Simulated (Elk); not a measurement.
**Input and output of a self-consistent single point for YbIn5Rh (P4/mmm, 7 atoms in the cell) (Elk)**

Method: LDA (PW92), all-electron FP-LAPW, Elk's shipped species files, APW+lo basis with extra local orbitals in Elk.

Input as run:

```
tasks
  0

tforce
  .true.

rgkmax
  7.5

gmaxvr
  18.0

lmaxapw
  10

lmaxo
  8

nxlo
  2

lorbcnd
  .true.

lradstp
  2

nrmtscf
  2.0

rmtscf
  0.95

lmaxi
  4

stype
  0

swidth
  0.00367493

maxscl
  100

scale
  1.889726125

avec
    4.6871000000    0.0000000000    0.0000000000
    0.0000000000    4.6871000000    0.0000000000
    0.0000000000    0.0000000000    7.5549600000

atoms
  3
  'Yb.in'
  1
  0.0000000000  0.0000000000  0.0000000000    0.0 0.0 0.0
  'In.in'
  5
  0.5000000000  0.5000000000  0.0000000000    0.0 0.0 0.0
  0.5000000000  0.0000000000  0.3000100000    0.0 0.0 0.0
  0.5000000000  0.0000000000  0.6999900000    0.0 0.0 0.0
  0.0000000000  0.5000000000  0.3000100000    0.0 0.0 0.0
  0.0000000000  0.5000000000  0.6999900000    0.0 0.0 0.0
  'Rh.in'
  1
  0.0000000000  0.0000000000  0.5000000000    0.0 0.0 0.0

ngridk
  5 5 3
```

The program printed (abridged):

```
│ Elk code version 10.2.4 │

All units are atomic (Hartree, Bohr, etc.)

│ Ground-state run starting from atomic densities │

Lattice vectors :
   8.857335320       0.000000000       0.000000000
   0.000000000       8.857335320       0.000000000
   0.000000000       0.000000000       14.27680529

Unit cell volume      :    1120.049482
Brillouin zone volume :   0.2214636206

Muffin-tin inner radius fraction :   0.1000000000E-01

Nuclei treated as point charges

Species :    1 (Yb)
 parameters loaded from : Yb.in
 name : ytterbium
 nuclear charge    :   -70.00000000
 electronic charge :    70.00000000
 atomic mass :    315432.6234
 muffin-tin radius :    2.660000000
 number of radial points in muffin-tin :   1399
 atomic positions (lattice), magnetic fields (Cartesian) :
   1 :   0.00000000  0.00000000  0.00000000    0.00000000  0.00000000  0.00000000

Species :    2 (In)
 parameters loaded from : In.in
 name : indium
 nuclear charge    :   -49.00000000
 electronic charge :    49.00000000
 atomic mass :    209300.4100
 muffin-tin radius :    2.470000000
 number of radial points in muffin-tin :   1199
 atomic positions (lattice), magnetic fields (Cartesian) :
   1 :   0.50000000  0.50000000  0.00000000    0.00000000  0.00000000  0.00000000
   2 :   0.50000000  0.00000000  0.30001000    0.00000000  0.00000000  0.00000000
   3 :   0.50000000  0.00000000 -0.30001000    0.00000000  0.00000000  0.00000000
   4 :   0.00000000  0.50000000  0.30001000    0.00000000  0.00000000  0.00000000
   5 :   0.00000000  0.50000000 -0.30001000    0.00000000  0.00000000  0.00000000

Species :    3 (Rh)
 parameters loaded from : Rh.in
 name : rhodium
 nuclear charge    :   -45.00000000
 electronic charge :    45.00000000
 atomic mass :    187585.2510
 muffin-tin radius :    2.470000000
 number of radial points in muffin-tin :   1199
 atomic positions (lattice), magnetic fields (Cartesian) :
   [... lines left out ...]
 potential will be trimmed for |G| > 2 gkmax
Constant for pseudocharge density :   12
Radial integration step length :    2

G-vector grid sizes :     54    54    84
Number of G-vectors :   110321

Maximum angular momentum used for
 APW functions                      :   10
 outer part of muffin-tin           :    8
 inner part of muffin-tin           :    4

Total nuclear charge    :   -360.0000000
Total core charge       :    224.0000000
Total valence charge    :    136.0000000
Total excess charge     :    0.000000000
Total electronic charge :    360.0000000

Effective Wigner radius, rₛ :   0.9056256192

Number of empty states         :   28
Total number of valence states :   96
Total number of core states    :  224

Conduction state local-orbitals added automatically
Total number of local-orbitals :  813

Exchange-correlation functional :      3     0     0
 Perdew-Wang/Ceperley-Alder, Phys. Rev. B 45, 13244 (1992)
 gradient requirement :    0
 local density approximation (LDA)

Smearing type :    0
 Gaussian
Smearing width :   0.3674930000E-02
Effective electronic temperature (K) :    1160.451112

Mixing type :    3
 Broyden mixing, J. Phys. A: Math. Gen. 17, L317 (1984)

Kohn-Sham potential initialised from atomic data
│ Self-consistent loop started │
│ Loop number : 1 │
 total energy                :     -47862.7402862
│ Loop number : 2 │
 total energy                :     -48115.6119962
RMS change in Kohn-Sham potential (target) :   0.6316812886     (  0.1000000000E-05)
Absolute change in total energy (target)   :    252.8717099     (  0.1000000000E-03)
│ Loop number : 3 │
 total energy                :     -48264.3554908
RMS change in Kohn-Sham potential (target) :   0.7485899965E-01 (  0.1000000000E-05)
Absolute change in total energy (target)   :    211.9614221     (  0.1000000000E-03)
│ Loop number : 4 │
 total energy                :     -48283.5036569
RMS change in Kohn-Sham potential (target) :   0.1276081012     (  0.1000000000E-05)
Absolute change in total energy (target)   :    72.13852169     (  0.1000000000E-03)
│ Loop number : 5 │
 total energy                :     -48275.5096197
RMS change in Kohn-Sham potential (target) :   0.1223264155     (  0.1000000000E-05)
Absolute change in total energy (target)   :    10.04059323     (  0.1000000000E-03)
   [... lines left out ...]
Absolute change in total energy (target)   :   0.2452695997E-02 (  0.1000000000E-03)
│ Loop number : 23 │
 total energy                :     -48238.5297853
RMS change in Kohn-Sham potential (target) :   0.1880605781E-05 (  0.1000000000E-05)
Absolute change in total energy (target)   :   0.7999262525E-03 (  0.1000000000E-03)
│ Loop number : 24 │
 total energy                :     -48238.5290836
RMS change in Kohn-Sham potential (target) :   0.1458782307E-06 (  0.1000000000E-05)
Absolute change in total energy (target)   :   0.9016821496E-03 (  0.1000000000E-03)
│ Loop number : 25 │
 total energy                :     -48238.5291131
RMS change in Kohn-Sham potential (target) :   0.9755976959E-07 (  0.1000000000E-05)
Absolute change in total energy (target)   :   0.1958971407E-03 (  0.1000000000E-03)
│ Loop number : 26 │
 total energy                :     -48238.5290855
RMS change in Kohn-Sham potential (target) :   0.4029820778E-07 (  0.1000000000E-05)
Absolute change in total energy (target)   :   0.7656952948E-04 (  0.1000000000E-03)
Convergence targets achieved

│ Loop number : 27 │

Energies :
 Fermi                       :     0.249725375929
 sum of eigenvalues          :     -29143.2987052
 electron kinetic            :      51474.5001833
 core electron kinetic       :      49817.9056359
 Coulomb                     :     -98518.6708903
 Coulomb potential           :     -79033.7182463
 nuclear-nuclear             :     -4082.93740762
 electron-nuclear            :     -109837.748719
 Hartree                     :      15402.0152364
 Madelung                    :     -59001.8117672
 xc potential                :     -1584.08064220
 exchange                    :     -1159.51485836
 correlation                 :     -34.8435226654
 total energy                :     -48238.5290880

Density of states at Fermi energy :    41.05736846
 (states/Hartree/unit cell)

Estimated indirect band gap :   0.5367423726E-02
 from k-point      5 to k-point      9
Estimated direct band gap   :   0.1567949031E-01
 at k-point      7

Charges :
 core                        :    224.0000000
 valence                     :    136.0000000
 interstitial                :    12.62767594
 muffin-tins (core leakage)
  species :    1 (Yb)
   atom    1                 :    68.13289284     (  0.3082470421E-05)
  species :    2 (In)
   atom    1                 :    47.09491971     (  0.2743419232E-03)
   atom    2                 :    47.10588829     (  0.2749536813E-03)
   atom    3                 :    47.10588829     (  0.2749536813E-03)
   atom    4                 :    47.10588829     (  0.2749536813E-03)
   atom    5                 :    47.10588829     (  0.2749536813E-03)
  species :    3 (Rh)
   atom    1                 :    43.72095836     (  0.3850546548E-07)
 total in muffin-tins        :    347.3723241
 total calculated charge     :    359.9983561
 total charge                :    360.0000000
 error                       :   0.1643912685E-02

│ Self-consistent loop stopped │

Forces :
 species :    1 (Yb)
  atom :    1
   Hellmann-Feynman          :    -0.00000000    0.00000000    0.00000000
   IBS                       :     0.00000000    0.00000000    0.00000000
   [... lines left out ...]
  atom :    2
   Hellmann-Feynman          :     0.00000000    0.00000000    0.06873421
   IBS                       :    -0.00000000    0.00000000   -0.06563993
   total force               :     0.00000000    0.00000000    0.00309428
   total magnitude           :     0.00309428
  atom :    3
   Hellmann-Feynman          :     0.00000000    0.00000000   -0.06873421
   IBS                       :    -0.00000000    0.00000000    0.06563993
   total force               :     0.00000000    0.00000000   -0.00309428
   total magnitude           :     0.00309428
  atom :    4
   Hellmann-Feynman          :     0.00000000    0.00000000    0.06873421
   IBS                       :    -0.00000000    0.00000000   -0.06563993
   total force               :     0.00000000    0.00000000    0.00309428
   total magnitude           :     0.00309428
  atom :    5
   Hellmann-Feynman          :     0.00000000    0.00000000   -0.06873421
   IBS                       :    -0.00000000    0.00000000    0.06563993
   total force               :     0.00000000    0.00000000   -0.00309428
   total magnitude           :     0.00309428
 species :    3 (Rh)
  atom :    1
   Hellmann-Feynman          :     0.00000000    0.00000000    0.00000000
   IBS                       :     0.00000000    0.00000000    0.00000000
   total force               :     0.00000000    0.00000000    0.00000000
   total magnitude           :     0.00000000
```

The run converged in 27 iterations. The count includes the last loop, which Elk runs after its targets are met.

The starting cell comes from a database of computed structures (which also holds hypothetical and non-ambient phases and stackings), without a prior relaxation at this level. Spin-orbit coupling is off. Spin polarisation is off. Values depend on the basis (sphere radii, cutoffs, local orbitals), which need not be converged. The log's line on a gap gives a spacing of levels on this mesh, which the program prints for metals too.

Cost on one core of a shared machine: roughly 5 min.
